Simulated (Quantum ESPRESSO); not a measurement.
Quantum ESPRESSO run on ZrN (P6_3/mmc, 4 atoms in the cell): self-consistent single point.

Method: PBEsol, SSSP 1.1.2 efficiency (PBE) pseudopotentials (plane waves; Quantum ESPRESSO 7.5).

```xyz
4
Lattice="3.2166 0.0000 0.0000 -1.6083 2.7857 0.0000 0.0000 0.0000 5.7094" Properties=species:S:1:pos:R:3 pbc="T T T"
Zr     0.0000     0.0000     0.0000
Zr     0.0000     0.0000     2.8547
N      1.6083     0.9286     4.2820
N      0.0000     1.8571     1.4273
```

Reference input (self-consistent single point, DFT, LDA (PZ), plane waves, GBRV 1.5 ultrasoft (LDA) pseudopotentials): ecutwfc = 40 Ry; ecutrho = 320 Ry; occupations = smearing; smearing = fd; degauss = 0.0073499 Ry; potentials = {Zr: zr_lda_v1.uspp.F.UPF, N: n_lda_v1.2.uspp.F.UPF}; K_POINTS = automatic 10 10 5 0 0 0; conv_thr = 1e-10 Ry; mixing_beta = 0.7. This run's input differs from it in these lines:

```diff
@@ -14,4 +14,4 @@
  ntyp = 2,
- ecutwfc = 40,
- ecutrho = 320,
+ ecutwfc = 45,
+ ecutrho = 360,
  occupations = 'smearing',
@@ -19,2 +19,3 @@
  degauss = 0.0073499,
+ input_dft = 'pbesol',
 /
@@ -25,4 +26,4 @@
 ATOMIC_SPECIES
-Zr    91.2240  zr_lda_v1.uspp.F.UPF
-N     14.0070  n_lda_v1.2.uspp.F.UPF
+Zr    91.2240  Zr_pbe_v1.uspp.F.UPF
+N     14.0070  N.pbe-n-radius_5.UPF
 ATOMIC_POSITIONS crystal
```

The program printed (abridged):

```
     Self-consistent Calculation

     iteration #  1     ecut=    45.00 Ry     beta= 0.70

     negative rho (up, down):  1.215E-01 0.000E+00

     total energy              =    -238.15109722 Ry
     estimated scf accuracy    <       1.02790513 Ry

     iteration #  2     ecut=    45.00 Ry     beta= 0.70

     negative rho (up, down):  1.216E-01 0.000E+00

     total energy              =    -238.16081696 Ry
     estimated scf accuracy    <       3.06664097 Ry

     iteration #  3     ecut=    45.00 Ry     beta= 0.70

     negative rho (up, down):  1.224E-01 0.000E+00

     total energy              =    -238.69682868 Ry
     estimated scf accuracy    <       0.00720977 Ry

   [... 10 blocks of this kind left out ...]

     iteration # 14     ecut=    45.00 Ry     beta= 0.70

     negative rho (up, down):  1.233E-01 0.000E+00

     total energy              =    -238.70250503 Ry
     estimated scf accuracy    <          2.9E-10 Ry

     iteration # 15     ecut=    45.00 Ry     beta= 0.70

     negative rho (up, down):  1.233E-01 0.000E+00
     End of self-consistent calculation

     the Fermi energy is    16.2796 ev

!    total energy              =    -238.70250503 Ry
     estimated scf accuracy    <          4.2E-11 Ry
     smearing contrib. (-TS)   =      -0.00388416 Ry
     internal energy E=F+TS    =    -238.69862087 Ry

     convergence has been achieved in  15 iterations

     negative rho (up, down):  1.233E-01 0.000E+00

     Forces acting on atoms (cartesian axes, Ry/au):

     atom    1 type  1   force =     0.00000000    0.00000000    0.00000000
   [... zero for the other atoms too ...]

     Total force =     0.000000     Total SCF correction =     0.000000

     negative rho (up, down):  1.233E-01 0.000E+00
          total   stress  (Ry/bohr**3)                   (kbar)     P=      -89.71
  -0.00061952   0.00000000   0.00000000          -91.14        0.00        0.00
   0.00000000  -0.00061952   0.00000000            0.00      -91.14        0.00
   0.00000000   0.00000000  -0.00059052            0.00        0.00      -86.87

   JOB DONE.
```

The run converged in 15 iterations. Against the reference run the pressure goes from -13.57 to -8.97 GPa. The full log also holds: “c_bands:  1 eigenvalues not converged”.

The starting cell comes from a database of computed structures (which also holds hypothetical and non-ambient phases and stackings), without a prior relaxation at this level. With a pressure of about -9 GPa the cell is away from its equilibrium volume at this level.
